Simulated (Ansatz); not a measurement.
Defect: interstitial Li in rock-salt CaO, charge state +1. The step: Li moves alone to another site; the atom moves 2.42 Å along (0.00, 0.00, -0.50) of the unit cell; the moving atom starts with neighbours 4 Ca at 2.33; 4 O at 1.95 Å and ends with 4 Ca at 2.33; 4 O at 1.95 Å. A PBE band in Ansatz (plane-wave PAW, the Γ point alone, 64 host sites, 44 SCF runs with any check of the saddle's order, static, no finite-size correction) gives a forward barrier of 1.04 eV. The program found a first-order saddle point. The charge state is imposed; whether it is stable for some Fermi level was not computed. Sites that were not tried may lie lower.

Single points at the band's start and saddle point can refine it. Rough cost of one point, in units of the band's mean SCF on the same machine:

```
Level                                             Cost of one point
------------------------------------------------  -----------------
PBE, a 2×2×2 k-point mesh shifted by half a step           about 10
r2SCAN at 500 eV, the Γ point alone                         about 4
HSE06, Γ point alone                                       about 20
```

Problem. Which of these move the barrier by more than 0.1 eV, and how far does each move it?

Solution. Not one does. PBE, a 2×2×2 k-point mesh shifted by half a step: 0.00 eV; r2SCAN at 500 eV, the Γ point alone: +0.07 eV; HSE06, Γ point alone: +0.05 eV. Each functional is compared with PBE at the same k-points.

Ansatz is an electronic-structure program.
